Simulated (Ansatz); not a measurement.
## By hand: formation energy of the neutral 4 F_i + V_Ge in Ge (diamond, Fd-3m)

Consider the formation energy of the neutral 4 F_i + V_Ge in Ge (diamond, Fd-3m). Reaction: 215 Ge (diamond) + 2 F2 (gas) → cell A.

A: a supercell of 216 sites of Ge (diamond, Fd-3m) with one empty Ge site amid 4 Ge; F off the lattice sites (1 Ge at 1.87 Å); two times F off the lattice sites (1 Ge at 1.83 Å); F off the lattice sites (1 Ge at 1.84 Å); the closest two of these centres are 1.4 Å apart, the farthest 2.7 Å; spin state with PBE: run without spin.

Ansatz (a quantum-chemistry and plane-wave program) with PAW potentials; structures come from PBE relaxations, nuclei static, no net charge. Ansatz runs with its default PAW set. Other levels take these structures. The lattices are those relaxed with PBE, so at other levels the solids can be strained, which adds to the spread. A dispersion term (D3(BJ), or D4 for r2SCAN) was computed beside these levels and is taken off wherever the name lacks it. The PAW files were made for PBE and serve at the other functionals too. Space groups of crystals are read within 0.01 Å. Mesh and cell size may move defect energies by 0.1 eV or more.

Total energies of the cells in eV, at zero smearing width. They compare only within one column; the weights balance every element.

| cell | atoms | weight | r2SCAN | PBE+D3(BJ) |
|---|---|---|---|---|
| A: Ge:4 F_i + V_Ge | 219 | +1 | -928355.89819 | -926709.25399 |
| Ge (diamond) | 216 | −215/216 | -929420.61497 | -927771.95812 |
| F2 (gas) | 2 | −2 | -1613.70518 | -1611.19155 |

r2SCAN: (-928355.89819) − 215/216 × (-929420.61497) − 2 × (-1613.70518) = -10.746 eV.

PBE+D3(BJ): (-926709.25399) − 215/216 × (-927771.95812) − 2 × (-1611.19155) = -10.153 eV.
